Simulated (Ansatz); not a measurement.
The reference is La$_{2}$O$_{3}$ (space group P-3m1, No. 164; a = 3.940 Å, c = 6.188 Å).

Computed with plane-wave PAW DFT at the PBE level (Ansatz, an electronic-structure program, 420 eV), without spin-orbit coupling.

One change was made to it. Results:

| quantity | base | after |
|---|---|---|
| gap character | indirect, L → M | indirect, L → M |
| band gap | 3.83 eV | 3.85 eV |
| shortest interatomic distance | 2.370 Å | 2.361 Å |

Task: Which of these changes matches the shifts?
A) pressure 4.5 GPa
B) pressure 15 GPa
C) pressure 22.5 GPa
D) pressure 30 GPa
E) pressure 2.1 GPa

Result: E, pressure 2.1 GPa. For comparison, the shortest interatomic distance in the other runs: pressure 15 GPa gives 2.321 Å; pressure 30 GPa gives 2.290 Å; pressure 22.5 GPa gives 2.305 Å; pressure 4.5 GPa gives 2.352 Å.

Load acts through the strain it causes; cell and atoms are relaxed under it. Whether these cells are dynamically stable was not tested. Competing high-pressure phases were not computed.
